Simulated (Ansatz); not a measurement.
Consider interstitial Cu in orthorhombic CsPbCl3, charge state +1. Level of theory: PBE, PAW (plane waves to 420 eV; Ansatz, a first-principles code).

Cell of 80 host sites held at the relaxed PBE lattice; the Γ point alone; Fermi-Dirac width 0.01 eV, spin-restricted; finite-size errors left in. No zero-point or tunnelling terms. Spin-orbit coupling is left out. The charge state is imposed; whether it is stable for some Fermi level was not computed. Sites that were not tried may lie lower.

Barriers: single points on a 2×2×2 k-point mesh shifted by half a step at the bands' geometries.

Relaxed starting cell (atoms counted from 1):

```
CELL_PARAMETERS angstrom
     16.26184     0.00000     0.00000
      0.00000    11.37280     0.00000
      0.00000     0.00000    15.88720
ATOMIC_POSITIONS crystal
  Cs 0.47744 0.74872 0.00468
  Cs 0.47557 0.75167 0.51033
  Cs 0.97900 0.74490 0.00402
  Cs 0.96825 0.74556 0.52180
  Cs 0.24357 0.72973 0.20895
  Cs 0.23198 0.74002 0.75517
  Cs 0.72122 0.74625 0.24389
  Cs 0.71833 0.75104 0.73902
  Cs 0.28591 0.24785 0.25920
  Cs 0.26944 0.24791 0.75911
  Cs 0.76821 0.25177 0.25802
  Cs 0.77427 0.24898 0.76142
  Cs 0.01526 0.25330 0.49417
  Cs 0.01479 0.24782 0.99312
  Cs 0.52953 0.25346 0.48585
  Cs 0.52688 0.25429 0.99511
  Pb 0.00191 0.49410 0.25026
  Pb 0.99785 0.49566 0.74909
  Pb 0.50284 0.49986 0.25112
  Pb 0.49920 0.49921 0.74798
  Pb 0.99637 0.00168 0.24683
  Pb 0.00061 0.99452 0.75088
  Pb 0.50203 0.99847 0.25063
  Pb 0.49986 0.00895 0.75003
  Pb 0.24818 0.00716 0.00101
  Pb 0.25718 0.01353 0.51084
  Pb 0.74961 0.99880 0.00085
  Pb 0.75046 0.99658 0.49997
  Pb 0.24930 0.48711 0.99584
  Pb 0.24683 0.49734 0.49857
  Pb 0.75132 0.50623 0.99884
  Pb 0.74981 0.49769 0.50265
  Cl 0.25522 0.76010 0.43485
  Cl 0.26169 0.73690 0.97540
  Cl 0.76379 0.75666 0.45470
  Cl 0.76806 0.74047 0.94736
  Cl 0.04726 0.76791 0.31749
  Cl 0.02163 0.75461 0.79374
  Cl 0.50543 0.74376 0.29726
  Cl 0.50219 0.73988 0.78932
  Cl 0.50357 0.24357 0.21005
  Cl 0.47518 0.23936 0.69359
  Cl 0.98386 0.25556 0.21282
  Cl 0.98470 0.25482 0.70641
  Cl 0.22067 0.23901 0.05568
  Cl 0.23245 0.25788 0.54580
  Cl 0.74443 0.23907 0.04246
  Cl 0.73931 0.25695 0.54683
  Cl 0.36643 0.50996 0.13345
  Cl 0.35671 0.54405 0.63837
  Cl 0.85968 0.54522 0.14341
  Cl 0.85304 0.54161 0.64789
  Cl 0.35945 0.97016 0.14201
  Cl 0.35557 0.94823 0.64927
  Cl 0.86089 0.94546 0.14511
  Cl 0.85636 0.95645 0.64537
  Cl 0.10794 0.95139 0.10840
  Cl 0.11029 0.95698 0.60578
  Cl 0.60778 0.95190 0.10855
  Cl 0.60656 0.96138 0.60662
  Cl 0.39078 0.45889 0.39211
  Cl 0.38884 0.44944 0.88729
  Cl 0.89323 0.46688 0.39324
  Cl 0.89272 0.45858 0.89361
  Cl 0.13928 0.05827 0.36285
  Cl 0.14016 0.04293 0.85883
  Cl 0.64447 0.03555 0.35614
  Cl 0.64155 0.04081 0.86027
  Cl 0.39515 0.04337 0.39813
  Cl 0.39166 0.04778 0.89351
  Cl 0.89181 0.04008 0.39061
  Cl 0.89151 0.03432 0.89324
  Cl 0.10680 0.53215 0.10523
  Cl 0.10720 0.53983 0.60561
  Cl 0.60889 0.54379 0.10732
  Cl 0.60558 0.54138 0.60424
  Cl 0.14213 0.44230 0.35495
  Cl 0.14020 0.45496 0.85527
  Cl 0.64499 0.46347 0.35645
  Cl 0.64008 0.45884 0.85754
  Cu 0.15293 0.86644 0.38486
```
Cell charge +1.

End state 1 differs by these moves (Å; atoms that move under 0.15 Å are left out):

```csv
atom,element,Δx,Δy,Δz
5,Cs,0.00,0.43,0.00
6,Cs,0.00,0.20,0.00
26,Pb,-0.17,-0.15,-0.19
30,Pb,0.17,-0.15,0.19
33,Cl,0.00,-0.26,0.00
34,Cl,0.00,0.27,0.00
35,Cl,0.00,-0.18,0.00
36,Cl,0.00,0.19,0.00
37,Cl,0.00,-0.44,0.00
40,Cl,0.00,0.20,0.00
42,Cl,0.00,0.21,0.00
43,Cl,0.00,-0.16,0.00
45,Cl,0.00,0.22,0.00
46,Cl,0.00,-0.21,0.00
47,Cl,0.00,0.22,0.00
48,Cl,0.00,-0.19,0.00
49,Cl,-0.11,0.20,0.14
50,Cl,-0.02,0.06,0.17
53,Cl,0.11,0.20,-0.14
54,Cl,0.02,0.06,-0.17
57,Cl,-0.02,0.16,-0.05
73,Cl,0.02,0.16,0.05
81,Cu,0.00,-2.68,0.00
```

Problem. What is the computed forward and backward barriers to end state 1 (PBE, PAW)?

Solution. forward 0.089 eV, backward 0.089 eV; at the saddle point atom 81 has neighbours 2 Cl at 2.11 Å. The saddle point's order was not checked.
